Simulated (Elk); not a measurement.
Elk run on LaH3 (Fm-3m, 4 atoms in the cell): self-consistent single point.

Method: Elk with LDA (PW92), spin-orbit coupling in second variation, all-electron FP-LAPW, Elk's shipped species files, APW+lo basis with extra local orbitals.

```yaml
crystal:
  lattice:
    - [0.00000, 2.84416, 2.84416]
    - [2.84416, 0.00000, 2.84416]
    - [2.84416, 2.84416, 0.00000]
  atoms:
    - { symbol: La, position: [0.00000, 0.00000, 0.00000] }
    - { symbol: H, position: [0.50000, 0.50000, 0.50000] }
    - { symbol: H, position: [0.75000, 0.75000, 0.75000] }
    - { symbol: H, position: [0.25000, 0.25000, 0.25000] }
```

Reference input (self-consistent single point, DFT, LDA (PW92), all-electron FP-LAPW, Elk's shipped species files, APW+lo basis with extra local orbitals): rgkmax = 7.5; stype = 0; swidth = 0.00999582 Ha; ngridk = 10 10 10; gmaxvr = 14 1/bohr; nxlo = 2; lorbcnd = true; lmaxi = 2; maxscl = 100. This run's input differs from it in these lines:

```diff
@@ -2,2 +2,5 @@
   0
+
+spinorb
+  .true.
 
@@ -17,2 +20,5 @@
   2
+
+nempty
+  10
```

The program printed (abridged):

```
│ Self-consistent loop started │
│ Loop number : 1 │
 total energy                :     -8495.94014478
 total moment                :  -0.5531760807E-20 -0.1222934588E-19  0.2134681432E-20
│ Loop number : 2 │
 total energy                :     -8496.00818954
 total moment                :  -0.3530710789E-20  0.5111929728E-20  0.1084186590E-20
RMS change in Kohn-Sham potential (target) :   0.7650964334E-01 (  0.1000000000E-05)
Absolute change in total energy (target)   :   0.6804476129E-01 (  0.1000000000E-03)
│ Loop number : 3 │
 total energy                :     -8495.94678810
   [... lines left out ...]
 total energy                :     -8493.08459701
 total moment                :  -0.5339089827E-21 -0.1057018973E-19  0.1338023254E-20
RMS change in Kohn-Sham potential (target) :   0.3461210734E-06 (  0.1000000000E-05)
Absolute change in total energy (target)   :   0.1708488471E-03 (  0.1000000000E-03)
│ Loop number : 15 │
 total energy                :     -8493.08462417
 total moment                :   0.2087571827E-20  0.1987164745E-20 -0.4393308295E-21
RMS change in Kohn-Sham potential (target) :   0.4736117782E-07 (  0.1000000000E-05)
Absolute change in total energy (target)   :   0.6986949847E-04 (  0.1000000000E-03)
Convergence targets achieved

│ Loop number : 16 │

Energies :
 Fermi                       :     0.303231552102
 xc effective B-field        :    -0.862273132762E-08
 external B-field            :      0.00000000000
 total energy                :     -8493.08462994
 (external B-field energy excluded from total)

Density of states at Fermi energy :    4.765986138
 (states/Hartree/unit cell)

Estimated indirect band gap :   0.6886200397E-02
 from k-point      2 to k-point      6
Estimated direct band gap   :   0.1495832084E-01
 at k-point      2

Charges :
 core                        :    46.00000000
 valence                     :    14.00000000
 interstitial                :    3.284381012
 muffin-tins (core leakage)
  species :    1 (La)
   atom    1                 :    54.50154867     (  0.2263321056E-03)
  species :    2 (H)
   [... lines left out ...]
   atom    2                 :  -0.1610721730E-20 -0.4652389866E-20 -0.1314569077E-22
   atom    3                 :  -0.1610721730E-20 -0.4652389866E-20 -0.1314569077E-22
 total in muffin-tins        :  -0.3166822630E-20 -0.9427821203E-20  0.1634914849E-22
 total moment                :  -0.3177512883E-20 -0.9483016483E-20  0.1242664933E-21

│ Self-consistent loop stopped │
```

The run converged in 16 iterations. The count includes the last loop, which Elk runs after its targets are met. 

The starting cell comes from a database of computed structures (which also holds hypothetical and non-ambient phases and stackings), without a prior relaxation at this level. Its lattice was rescaled by a random factor within 2.5 % of one. Values depend on the basis (sphere radii, cutoffs, local orbitals), which need not be converged. The log's line on a gap gives a spacing of levels on this mesh, which the program prints for metals too.

Cost on one core of a shared machine: roughly 4 min.
